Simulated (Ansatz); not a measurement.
```yaml
crystal:
  lattice:
    - [0.00000, 2.59096, 2.59096]
    - [2.59096, 0.00000, 2.59096]
    - [2.59096, 2.59096, 0.00000]
  atoms:
    - { symbol: S, position: [0.00000, 0.00000, 0.00000] }
    - { symbol: Mg, position: [0.50000, 0.50000, 0.50000] }
```

Question: By how much do the lattice constants and the volume change from 300 K to 800 K (quasi-harmonic lattice dynamics, Ansatz, a program for electronic structure, PBEsol functional, plane-wave PAW), and how far does the bulk modulus soften?

Answer: a by 1.00 %, the volume by 3.03 %; B_T goes from 71.8 to 59.2 GPa. No phase change or melting is allowed for: the numbers belong to this structure as given.
